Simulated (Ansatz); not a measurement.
Free triangular strip chain of K atoms

The numbers are results of PBE (plane waves to 420 eV, PAW; Ansatz, a first-principles code), not measurements. Mesh 1×1×68. No spin polarisation, so a magnetic state wasn't tested. One-dimensional cell, images about 11 Å apart. A hypothetical model. Symmetry and one short period hold its shape; lower forms weren't sought. Pairing along the axis, which can open a gap, is among the distortions not tried.

```
Quantity                                                                                                            Result
--------------------------------------------------------------------  ----------------------------------------------------
period along the axis (2 atoms)                                                                                    4.423 Å
PBE gap                                                                                               none (under 0.01 eV)
crossings of the Fermi level between Γ and the zone edge (49 points)  2, each for both spins (ideal conductance 2 × 2e²/h)
```

```xyz
2
Lattice="15.0000 0.0000 0.0000 0.0000 11.0000 0.0000 0.0000 0.0000 4.4228" Properties=species:S:1:pos:R:3 pbc="T T T"
K      5.5068     5.5000     0.0000
K      9.4932     5.5000     2.2114
```
